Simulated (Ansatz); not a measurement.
Take InAs in the zinc blende structure (space group F-43m, No. 216) as the base.

```yaml
crystal:
  lattice:
    - [0.00000, 3.01303, 3.01303]
    - [3.01303, 0.00000, 3.01303]
    - [3.01303, 3.01303, 0.00000]
  atoms:
    - { symbol: In, position: [0.00000, 0.00000, 0.00000] }
    - { symbol: As, position: [0.25000, 0.25000, 0.25000] }
```

Cartesian axes are those of the cell as printed.

Computed with LDA (Ansatz, a quantum-chemistry and plane-wave program, PAW, spin-orbit coupling left out).

Base values:

The pressure is 0.0 GPa and the volume per atom is 27.35 Å³.

Now apply this change: compressive biaxial strain of 1.50 % in the plane normal to [001], as in epitaxy on a mismatched substrate; the out-of-plane cell vector and the atoms relax.

### Question
Estimate the effect on the energy relative to the base, pressure and volume per atom.

### Answer
The energy rises by 3.1 meV/atom; the pressure (mean of the normal stresses, compression positive) goes from zero to 0.8 GPa; the volume per atom drops by 0.367 Å³ (27.35 Å³ → 26.99 Å³).

A case with no gap was solved on a k-mesh chosen for an insulator, which is coarse for it. Stability against distortions was not tested. All final runs are without spin polarisation.
